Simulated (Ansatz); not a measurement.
Base system: CdS in the zinc blende structure (space group F-43m, No. 216; a = 5.927 Å).

Method: Ansatz (a quantum-chemistry and plane-wave program) PBE, spin-orbit coupling left out, earlier PAW set.

Base values:

* **Electron mass**: 0.12 mₑ (at Γ)
* **Pressure**: 0.0 kbar
* **Width of the top valence band**: 2.02 eV
* **Band gap**: 1.04 eV

Perturbation: an isotropic linear strain of −2.50 %; the atoms relax in the strained cell.

Predict the new energy relative to the base, electron mass, pressure, width of the top valence band and band gap.

The energy grows by 27 meV/atom; the electron mass becomes 0.13 mₑ (at Γ) (base: 0.12 mₑ (at Γ)); the pressure goes from zero to 48.3 kbar; the width of the top valence band increases by 0.26 eV, from 2.02 eV to 2.28 eV; the band gap grows by 0.16 eV to 1.20 eV.

Effective masses come from finite differences of ±0.01 Å⁻¹. Stability against distortions was not tested.
